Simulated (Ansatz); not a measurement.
Response to strain in MgO

The parent structure is MgO in the rock salt structure (space group Fm-3m, No. 225; a = 4.2537 Å).

Strains are applied to the cell and any free atomic positions relax.

Computed with PBE in Ansatz (plane waves to 420 eV, PAW, no SOC).

Notes on the quantities. hole mass: degenerate bands, along [100].

| change | width of the top valence band | volume per atom | electron mass | hole mass |
|---|---|---|---|---|
| base | 1.71 eV | 9.62 Å³ | 0.34 mₑ (at Γ) | 0.38, 2.2, 2.2 mₑ (at Γ) |
| isotropic strain −3.00 % | 1.88 eV | 8.78 Å³ | 0.37 mₑ (at Γ) | 0.41, 2.0, 2.0 mₑ (at Γ) |
| isotropic strain −2.00 % | 1.82 eV | 9.06 Å³ | 0.36 mₑ (at Γ) | 0.40, 2.1, 2.1 mₑ (at Γ) |
| isotropic strain −1.50 % | 1.79 eV | 9.19 Å³ | 0.35 mₑ (at Γ) | 0.40, 2.1, 2.1 mₑ (at Γ) |
| isotropic strain −1.00 % | 1.77 eV | 9.34 Å³ | 0.35 mₑ (at Γ) | 0.39, 2.1, 2.1 mₑ (at Γ) |
| isotropic strain −0.50 % | 1.74 eV | 9.48 Å³ | 0.34 mₑ (at Γ) | 0.39, 2.1, 2.1 mₑ (at Γ) |
| isotropic strain +1.00 % | 1.66 eV | 9.91 Å³ | 0.33 mₑ (at Γ) | 0.37, 2.2, 2.2 mₑ (at Γ) |
| isotropic strain +2.00 % | 1.61 eV | 10.21 Å³ | 0.32 mₑ (at Γ) | 0.36, 2.2, 2.2 mₑ (at Γ) |
| isotropic strain +2.50 % | 1.59 eV | 10.36 Å³ | 0.31 mₑ (at Γ) | 0.36, 2.2, 2.2 mₑ (at Γ) |
| isotropic strain +3.00 % | 1.56 eV | 10.51 Å³ | 0.31 mₑ (at Γ) | 0.36, 2.3, 2.3 mₑ (at Γ) |

The levels and masses belong to the bands next to the band gap. Effective masses come from finite differences of ±0.01 Å⁻¹. Whether these cells are dynamically stable was not tested.

Ansatz is a program for electronic structure.
